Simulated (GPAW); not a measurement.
Input and output of a self-consistent single point for SnSe2 (P-3m1, 3 atoms in the cell) (GPAW).

Level of theory: PBE, GPAW PAW datasets PBE (gpaw-data 1.0.1) (plane waves; GPAW).

The change in words: lattice scaled by 0.98. Reference geometry:
```
SnSe2
1.0
    3.76391     0.00000     0.00000
   -1.88196     3.25964     0.00000
    0.00000     0.00000     6.35422
Sn Se
1 2
Direct
  0.00000   0.00000   0.00000
  0.66667   0.33333   0.75710
  0.33333   0.66667   0.24290
```

Reference input (self-consistent single point, DFT PBE, plane waves, GPAW PAW datasets PBE (gpaw-data 1.0.1)): mode = pw; ecut = 600 eV; xc = PBE; kpts = 8 8 4; mesh shift (steps) = 0 0 0; occupations.name = fixed-uniform; nbands = -4; convergence.density = 1e-05 e/electron; convergence.bands = -2; symmetry.symmorphic = false; symmetry.tolerance = 0.0005; maxiter = 150. This run's input differs from it in these lines:

```diff
@@ -5,8 +5,8 @@
 atoms = Atoms(['Sn', 'Se', 'Se'],
-              cell=[[3.763909, 0.000000, 0.000000],
-                    [-1.881955, 3.259641, 0.000000],
-                    [0.000000, 0.000000, 6.354217]],
+              cell=[[3.688631, 0.000000, 0.000000],
+                    [-1.844316, 3.194448, 0.000000],
+                    [0.000000, 0.000000, 6.227133]],
               positions=[[0.000000, 0.000000, 0.000000],
-                         [1.881956, 1.086546, 4.810778],
-                         [-0.000002, 2.173095, 1.543439]],
+                         [1.844317, 1.064815, 4.714562],
+                         [-0.000002, 2.129633, 1.512571]],
               pbc=True)
```

The program printed (abridged):

```
     iter     time        total  log10-change:
                         energy   eigst   dens
iter:   1 --:--:--   -11.889862   +0.50
iter:   2 --:--:--   -11.869241   -0.56  -1.20
iter:   3 --:--:--   -11.709226   -1.22  -1.23
iter:   4 --:--:--   -11.727175   -1.39  -1.45
iter:   5 --:--:--   -11.727341   -1.81  -1.70
iter:   6 --:--:--   -11.727067c  -2.76  -1.89
iter:   7 --:--:--   -11.691945   -1.94  -1.88
iter:   8 --:--:--   -11.690414   -3.00  -2.57
iter:   9 --:--:--   -11.690470c  -3.26  -3.03
iter:  10 --:--:--   -11.690401c  -3.59  -2.97
iter:  11 --:--:--   -11.690360c  -3.82  -3.39
   [... lines left out ...]
iter:  20 --:--:--   -11.690337c  -5.15  -4.87
iter:  21 --:--:--   -11.690337c  -5.27  -4.88
iter:  22 --:--:--   -11.690337c  -5.21  -5.03c
iter:  23 --:--:--   -11.690337c  -5.72  -5.06c
iter:  24 --:--:--   -11.690337c  -6.01  -5.06c
iter:  25 --:--:--   -11.690337c  -6.05  -5.08c
iter:  26 --:--:--   -11.690337c  -6.18  -5.68c
   [... 2 lines left out ...]
iter:  29 --:--:--   -11.690337c  -6.61  -5.93c
iter:  30 --:--:--   -11.690337c  -6.66  -5.94c
iter:  31 --:--:--   -11.690337c  -6.98  -5.98c
iter:  32 --:--:--   -11.690337c  -7.28  -6.02c
iter:  33 --:--:--   -11.690337c  -7.54c -6.02c
Converged after 33 iterations.

Dipole moment: (-0.000000, 0.000000, -0.000000) |e|*Ang

Energy contributions relative to reference atoms: (reference = -300217.757568)

Kinetic:        +43.425613
Potential:      -37.861939
External:        +0.000000
XC:             -17.128375
Entropy (-ST):   +0.000000
Local:           -0.125636
SIC:             +0.000000
--------------------------
Free energy:    -11.690337
Extrapolated:   -11.690337

Showing only first 2 kpts
 Kpt  Band  Eigenvalues  Occupancy
  0    11      5.45965    2.00000
  0    12      5.45966    2.00000
  0    13      7.36985    0.00000
  0    14      8.89297    0.00000

  1    11      5.52024    2.00000
  1    12      5.52024    2.00000
  1    13      8.13039    0.00000
  1    14      8.91574    0.00000

Fermi level: 6.16439

Gap: 0.940 eV
Transition (v -> c):
   [... lines left out ...]
Direct gap: 1.404 eV
Transition at: (s=0, k=33, n=12, [0.50, 0.50, 0.25])
Energy (eV): -11.690337

Forces in eV/Ang:
  0 Sn    0.00000    0.00000    0.00000
  1 Se    0.00000    0.00000   -1.54111
  2 Se   -0.00000    0.00000    1.54111

Stress tensor:
    -0.075997    -0.000000     0.000000
    -0.000000    -0.075997     0.000000
     0.000000    -0.000000    -0.073757
Stress (GPa, Voigt): [-12.1761 -12.1761 -11.8172   0.       0.      -0.    ]
```

The run converged in 33 iterations. GPAW prints stress with tension positive. Against the reference run the free energy rises by 85.9 meV/atom, the pressure goes from 6.23 to 12.06 GPa, the largest force goes from 0.824 to 1.541 eV/Å and the gap on the mesh goes from 0.850 to 0.940 eV.

The starting cell comes from a database of computed structures (which also holds hypothetical and non-ambient phases and stackings), without a prior relaxation at this level. Its lattice was rescaled by a random factor within 2.5 % of one. For this run, on top of that: lattice scaled by 0.98. With a pressure of about 12 GPa the cell is away from its equilibrium volume at this level. Forces in this geometry exceed 1 eV/Å.

Cost on one core of a shared machine: roughly 30 s.
